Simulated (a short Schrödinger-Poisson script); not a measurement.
# Symmetric double-gate stack, SiO2 on p-type InP

Stack: symmetric double-gate stack, SiO2 on p-type InP, at 300 K.

```csv
layer,material,thickness (nm),Na (cm⁻³)
1,SiO2,2.7,-
2,InP,4,1e17
3,SiO2,2.7,-
```

Constants are typed, rounded textbook-type inputs, not results; the design itself was drawn at random and stands for no fabricated device. SiO2: permittivity 3.9, conduction-band edge (eV) 3.48, gap (eV) 9, electron mass (mₑ) 0.5. InP: permittivity 12.5, conduction-band edge (eV) 0, gap (eV) 1.344, Nv at 300 K (cm⁻³) 1.1e19.

Channel valleys (confinement mass, in-plane density-of-states mass, number): Γ 0.08, 0.08, 1. At the gates, both at one voltage, the conduction-band edge of layer 1 lies 4.13 eV − eVg above the Fermi level of the channel. Gaps are held at their typed values at every temperature. Mesh 0.03 nm at interfaces.

From a short Schrödinger-Poisson script (our own, NumPy): 1D Poisson equation in equilibrium, electrons quantum, Hartree (BenDaniel-Duke, 12 states a valley, the channel's in-plane mass for all, wave functions free to enter the dielectric), parabolic valleys, classical holes, full ionisation, no traps, pinning or gate leakage.

```
Vg (V)  electrons (cm⁻²)  C (μF/cm²)  Γ E0 (meV)  Γ E1 (meV)
------  ----------------  ----------  ----------  ----------
0.5               9.35e6     < 0.003       295.6       772.9
0.7              2.01e10       0.119        97.0       574.2
0.9              1.14e12        1.46       -25.9       448.9
1.1              3.08e12        1.61       -91.6       379.1
1.3              5.10e12        1.62      -152.6       313.8
1.5              7.12e12        1.62      -213.2       249.0
1.7              9.15e12        1.62      -273.8       184.1
1.9              1.12e13        1.63      -334.2       119.5
2.1              1.32e13        1.68      -393.2        56.4
```

Gate voltages with under 1e6 electrons/cm² are left out.

Subbands count from the Fermi level. The capacitance is that of both gates.

Above a few 1e12 electrons/cm² a light Γ valley is non-parabolic and upper valleys begin to fill, which the model leaves out.
